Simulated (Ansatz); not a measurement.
The starting structures come from a database of crystals and need not be the phases stable at ambient conditions.

```yaml
crystal:
  lattice:
    - [3.59054, 0.00000, 0.00000]
    - [-1.79527, 3.10950, 0.00000]
    - [0.00000, 0.00000, 15.44923]
  atoms:
    - { symbol: Ga, position: [0.33333, 0.66667, 0.32923] }
    - { symbol: Ga, position: [0.66667, 0.33333, 0.67077] }
    - { symbol: Ga, position: [0.66667, 0.33333, 0.82923] }
    - { symbol: Ga, position: [0.33333, 0.66667, 0.17077] }
    - { symbol: S, position: [0.33333, 0.66667, 0.89967] }
    - { symbol: S, position: [0.66667, 0.33333, 0.10033] }
    - { symbol: S, position: [0.66667, 0.33333, 0.39967] }
    - { symbol: S, position: [0.33333, 0.66667, 0.60033] }
```

The cell was relaxed by PBE-D3(BJ); by PBEsol it stands under a pressure of -0.9 GPa.

Transport runs along the normal of the first two printed cell vectors, the (001) plane of the conventional cell.

The gap is the functional's own. No spin-orbit coupling. Mid-gap values are those at the computed energy nearest the middle.

State the band gap and the smallest decay constant κ at mid-gap according to PBEsol run with Ansatz (an electronic-structure program).

Gap 1.44 eV on a 12×12×2 mesh; κ = 0.125 1/Å, at the zone centre.
